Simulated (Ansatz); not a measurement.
Where the default PAW files enter, the runs use the earlier of Ansatz's two default sets.

## Evanescent states of LiBr (Fm-3m, rock salt, 2 atoms a cell, 20.2 Å³ an atom) along the normal of (111)

All values below come from PBEsol (plane waves, PAW; Ansatz, an electronic-structure program).

The gap is the functional's own. No spin-orbit coupling. Mid-gap values are interpolated on the energy grid.

Energies count from the valence-band top; κ is the least over a 12×12 mesh across the current.

```tsv
E (eV)	κ (1/Å)	where
0.12	0.099	Γ
0.34	0.164	Γ
0.57	0.204	Γ
0.81	0.233	Γ
1.03	0.255	Γ
1.26	0.272	Γ
1.50	0.285	Γ
1.73	0.295	Γ
1.96	0.302	Γ
2.19	0.306	Γ
2.42	0.307	Γ
2.65	0.306	Γ
2.88	0.303	Γ
3.10	0.297	Γ
3.33	0.288	Γ
3.56	0.276	Γ
3.79	0.260	Γ
4.03	0.240	Γ
4.25	0.213	Γ
4.49	0.177	Γ
4.71	0.122	Γ
```

How thick must the barrier be to attenuate the transmission by 10^4 when the electrodes' Fermi level lies at 4.49 eV, and what attenuation does that film give at 0.81 eV?

d = 4 ln 10 / (2 × 0.177) = 26.0 Å. At 0.81 eV it gives 4 × 0.233/0.177 = 5.3 decades.
